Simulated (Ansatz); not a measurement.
BeS (F-43m), HSE06, rigid bands (Ansatz, a program for electronic structure): N_c = 1.90e19 cm⁻³ at 300 K and an electron conductivity mass of 0.359 mₑ.

Problem. For 1e16 electrons per cm³ at 300 K, place the Fermi level, estimate the Seebeck coefficient of a parabolic band with constant τ, and give mobility and conductivity for τ = 5 fs.

Solution. The level lies k_BT ln(N_c/n) = 0.195 eV below the conduction-band minimum. S ≈ −(k_B/e)[ln(N_c/n) + 5/2] = -866 μV/K, against -863 μV/K from the full bands (mean over directions). μ = eτ/m = 24.5 cm²/(V·s) and σ = neμ = 0.0392 S/cm. τ is assumed, not computed.

Band transport and this doping are assumed; polarons and phonon drag are left out. Spin-orbit coupling is left out. Geometry: cell and atoms relaxed with PBEsol.
